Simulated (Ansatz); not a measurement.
**Pressure series in TiHgO3**

The reference is TiHgO$_{3}$ (space group R-3c, No. 167; a = 5.363 Å, c = 13.623 Å (hexagonal axes); a cell from a computed database, its experimental status unchecked).

Cell and atoms are relaxed at each pressure.

Level of theory: PBEsol (Ansatz, a first-principles code, PAW, no spin-orbit coupling).

```
P (GPa)  V (Å³/atom)
-------  -----------
-2.00         11.427
-1.00         11.367
0.29          11.293
0.70          11.270
1.50          11.226
3.00          11.146
5.00          11.044
7.50          10.922
10.00         10.808
```

A third-order Birch–Murnaghan fit to these points gives V₀ = 11.31 Å³/atom, B₀ = 199 GPa and B₀′ = 4.4. At pressure 10 GPa the volume is 95.6 % of V₀.

Between the base and pressure 10 GPa the gap moves from 1.46 eV to 1.56 eV, a mean slope of 10 meV/GPa.

Spin-orbit coupling, missing from the scalar runs, can matter with Hg. Load acts through the strain it causes; cell and atoms are relaxed under it. Stability against distortions was not tested. Competing high-pressure phases were not computed. The final runs are not spin-polarised.
